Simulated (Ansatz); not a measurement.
The cell is built on a prototype and need not be the phase stable at ambient conditions.

By PBEsol, the system below comes out a metal.

The ballistic (Sharvin) conductance counts the channels at the Fermi level: G/A = (e²/h) × channels of both spins per area.

Here is the system:

```xyz
4
Lattice="4.3819 0.0000 0.0000 0.0000 5.4593 0.0000 2.1910 0.0000 3.7949" Properties=species:S:1:pos:R:3 pbc="T T T"
Ga     2.1910     5.4593     1.2650
Ga     4.3819     2.7296     2.5299
Ga     4.3819     0.0000     2.5299
Ga     2.1910     2.7297     1.2650
```

Space group of this cell: P6/mmm. The cell was relaxed by PBE-D3(BJ); by PBEsol its mean pressure is -0.9 GPa.

The current flows along the normal of the first two printed cell vectors. No spin-orbit coupling; the value is a mean over 0.1 eV about the Fermi level.

### Question
Predict the ballistic conductance per area from PBEsol in Ansatz (a quantum-chemistry and plane-wave program).

### Answer
0.51 × 10¹⁵ S/m² for both spins.
